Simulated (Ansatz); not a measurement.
**ZrO₂ (space group P2_1/c, No. 14)**

```yaml
crystal:
  lattice:
    - [5.12780, 0.00000, 0.00000]
    - [0.00000, 5.21137, 0.00000]
    - [-0.88368, 0.00000, 5.22161]
  atoms:
    - { symbol: Zr, position: [0.27715, 0.04327, 0.20948] }
    - { symbol: Zr, position: [0.72285, 0.54327, 0.29052] }
    - { symbol: Zr, position: [0.72285, 0.95673, 0.79052] }
    - { symbol: Zr, position: [0.27715, 0.45673, 0.70948] }
    - { symbol: O, position: [0.06996, 0.33644, 0.34137] }
    - { symbol: O, position: [0.93004, 0.83644, 0.15863] }
    - { symbol: O, position: [0.93004, 0.66356, 0.65863] }
    - { symbol: O, position: [0.06996, 0.16356, 0.84137] }
    - { symbol: O, position: [0.44866, 0.75771, 0.47950] }
    - { symbol: O, position: [0.55134, 0.25771, 0.02050] }
    - { symbol: O, position: [0.55134, 0.24229, 0.52050] }
    - { symbol: O, position: [0.44866, 0.74229, 0.97950] }
```

All numbers come from PBEsol in Ansatz (plane waves to 420 eV, PAW, no SOC), earlier PAW set. Settings: 5×5×5 k-points, 0.05 eV Fermi–Dirac smearing.

```yaml
volume_per_atom: 11.63 Å³
density: 5.87 g/cm³
band_gap: 3.60 eV, indirect, Γ → Y₂
total_energy: -1751.935 eV/atom (σ→0; compares only within this code and set-up)
```

No phonon test of stability was made.

Ansatz is a first-principles code.
